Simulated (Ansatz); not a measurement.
```xyz
48
Lattice="3.5715 0.0000 0.0199 -0.0002 3.5714 0.0359 -0.7222 0.2956 29.6681" Properties=species:S:1:pos:R:3 pbc="T T T"
C      0.2687     0.0934     1.6302
C      2.0474     1.8840     1.6671
C      0.9584     1.1982     0.7824
C      3.1322     2.6050     0.8428
C      2.0418     0.0739     3.4686
C      0.2531     1.8624     3.4430
C      2.9073     0.9472     2.5743
C      1.1815     2.7962     2.5845
C      0.2443     0.0572     5.2279
C      2.0297     1.8425     5.2559
C      1.1393     0.9621     4.3486
C      2.9308     2.7416     4.3782
C      2.0199     0.0386     7.0244
C      0.2337     1.8247     7.0309
C      2.9164     0.9394     6.1449
C      1.1330     2.7277     6.1529
C      0.2251     0.0218     8.7994
C      2.0082     1.8049     8.8273
C      1.1216     0.9227     7.9198
C      2.9075     2.7080     7.9492
C      2.0026    -0.0014    10.5957
C      0.2107     1.7911    10.6019
C      2.8972     0.9040     9.7163
C      1.1116     2.6901     9.7241
C      0.2375     0.0156    12.3705
C      1.9587     1.7328    12.3965
C      1.1002     0.8870    11.4746
C      2.8886     2.6699    11.5381
C      2.2025    -0.2532    14.1623
C     -0.0058     1.9411    14.1331
C      2.8745     0.8657    13.3152
C      1.0951     2.6477    13.3113
Hf     0.3802     3.3468    15.8474
Hf     2.1495     1.5712    18.4032
O      2.1725     3.3656    17.3036
O      0.4091     1.5958    16.9325
Hf     0.3566     3.2885    21.0224
Hf     2.1210     1.4738    23.6319
O      2.1486     3.2963    19.9538
O      2.1381     3.2716    22.5803
O      0.3655     1.5159    19.4761
O      0.3554     1.4911    22.0726
Hf     0.3252     3.2101    26.2501
Hf     2.0899     1.4320    28.8072
O      2.1106     3.2485    25.1728
O      2.0673     3.1894    27.7125
O      0.3301     1.4673    24.7006
O      0.2973     1.4152    27.3521
```

The first 32 atoms are the substrate (C-dia), the rest the film (HfO2-t).

Methods: PBE (plane waves to 420 eV, PAW; Ansatz, an electronic-structure program); HSE06 (plane waves to 420 eV, PAW; Ansatz). Geometries and values that name no level are of the first. Spin–orbit coupling is left out; PBE gaps are too small against experiment. Its k-point mesh 7×7×1, Fermi–Dirac width 0.05 eV. HSE06 ran on meshes of its own (9×9×9, 5×5×3); its edges and gaps are taken over the mesh and over extra points off it, mostly where PBE has its edges.

Task: Describe the bonding at the interfaces and give the band alignment.

Result: A periodic stack without vacuum, tetragonal HfO2 (0 0 1) on diamond (0 0 1) (film strained to the substrate, faces as cut): substrate slab C32, film Hf6O10, surface cells [[0, -1], [2, 1]] and [[0, 1], [-1, 0]], film strained by -0.9 and -0.9 %, faces C/C and Hf/Hf as cut (like faces can put a slab off its formula).
* **interface area**: 12.8 Å²
* **period**: 29.67 Å
* **gaps between the outermost planes at the two interfaces**: 1.66 and 1.65 Å
* **C–Hf contacts across the interfaces within 1.22 times the sum of covalent radii**: 12, mean 2.59 Å
* **Fermi level over the substrate's valence edge (PBE)**: +0.65 eV
* **valence offset, film less substrate (PBE)**: -2.79 eV
* **conduction offset (PBE)**: -2.23 eV
* **valence offset, film less substrate (HSE06 edges on the PBE line-up)**: -3.23 eV
* **conduction offset (HSE06 edges on the PBE line-up)**: -2.17 eV
* **spin-polarised check at this geometry**: falls back to no moment
* **levels of the stack inside the substrate's PBE gap at the listed points (of the film's bands or of the interfaces)**: 55
